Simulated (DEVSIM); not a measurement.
Device: Co/SiO2/n-Si capacitor, at 400 K.

```tsv
layer (left to right)	material	thickness (nm)	Nd (cm⁻³)
1	SiO2	1.60	-
2	Si	800	5.2e17
```

Metal gate on the left, work function 5 eV. Fixed charge at the semiconductor interface 0 cm⁻² (in units of +e); interface traps 9.4e10 cm⁻² eV⁻¹, uniform in energy, neutral level at 0.7 of the gap above the valence band.

The device is made up for the run: typed textbook-type constants, with dimensions and the other settings drawn at random. Values at 300 K; Nc and Nv go as T^1.5, mobilities as T to minus their exponent, the gap by Varshni's rule with the affinity fixed.

```
parameter         SiO2        Si
----------------  ----  --------
gap (eV)             9     1.124
affinity (eV)      0.9      4.05
permittivity       3.9      11.7
Nc (cm⁻³)            -   2.86e19
Nv (cm⁻³)            -    3.1e19
Varshni α (eV/K)     -  0.000473
Varshni β (K)        -       636
```

DEVSIM, 1D Poisson equation in equilibrium, Boltzmann statistics, complete ionisation; no quantum confinement or tunnelling. Metal contacts follow the ideal Schottky-Mott rule: no Fermi-level pinning, no interface dipoles.

Base results: flat-band voltage (V) 0.80; threshold voltage (band bending 2φF) (V) -0.17; capacitance of the dielectric stack (μF/cm²) 2.16; minimum of the low-frequency capacitance (μF/cm²) 0.252.

What follows from this one change: substrate doping 5.2e+17 → 1e+17 cm^-3?

flat-band voltage 0.80 → 0.74 V; threshold voltage (band bending 2φF) -0.17 → -0.01 V; capacitance of the dielectric stack little changed (2.16 μF/cm²); minimum of the low-frequency capacitance 0.252 → 0.137 μF/cm².

What follows from this one change: fixed charge 0 → -5.4e+12 cm^-2?

flat-band voltage 0.80 → 1.20 V; threshold voltage (band bending 2φF) -0.17 → 0.23 V; capacitance of the dielectric stack little changed (2.16 μF/cm²); minimum of the low-frequency capacitance little changed (0.252 μF/cm²).
